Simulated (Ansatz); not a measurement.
The (100) surface of monoclinic HfO2 in its 1x1 cell (cut with top plane 2 O, bottom plane 2 O), outermost plane spacing 1.06 Å in the ideal cut

These are r2SCAN, at the PBE geometry (plane waves to 500 eV, PAW; Ansatz, a first-principles code) values and carry that method's errors.

Model: 36-atom slab, Hf12O24, 14.6 Å thick at the start, 5x5x1 mesh, Fermi-Dirac 0.025 eV, dipole correction, single point; on the structure that PBE left under its start's symmetry; no spin, no spin-orbit, no U.

```json
{
 "surface energy (mean of both faces)": "1.89 J/m²",
 "ionisation potential (bulk valence edge below the top vacuum level)": "7.90 eV",
 "electron affinity (the ionisation potential less the bulk band gap)": "3.36 eV",
 "cost": "roughly 9 core-minutes"
}
```
